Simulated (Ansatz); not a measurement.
Take MnO in the rock salt structure (space group Fm-3m, No. 225; a = 4.335 Å; ferromagnetic) as the base.

Level of theory: PBEsol (Ansatz, a first-principles code, PAW, no spin-orbit coupling).

One change was made to it. Results:

The shortest interatomic distance falls by 0.036 bohr to 4.060 bohr; the magnetic state remains ferromagnetic; the largest site moment falls by 0.085 μB (3.80 μB → 3.72 μB); the density goes up by 0.154 g/cm³ (5.78 g/cm³ → 5.94 g/cm³).

Question: Which of these changes matches the shifts?
A. pressure 7.5 GPa
B. pressure 3 GPa
C. pressure −1 GPa
D. pressure 0.3 GPa

Answer: B, pressure 3 GPa. For comparison, the shortest interatomic distance in the other runs: pressure 7.5 GPa gives 4.019 bohr; pressure −1 GPa gives 4.108 bohr; pressure 0.3 GPa gives 4.092 bohr.

Load acts through the strain it causes; cell and atoms are relaxed under it. Stability against distortions was not tested. No other phases were tried under pressure. No Hubbard U is applied and the magnetic state is the run's own (MnO ferromagnetic); other magnetic orders, which need larger cells, were not tried and can change the gap. In its common phase, real MnO is an antiferromagnetic insulator at low temperature.
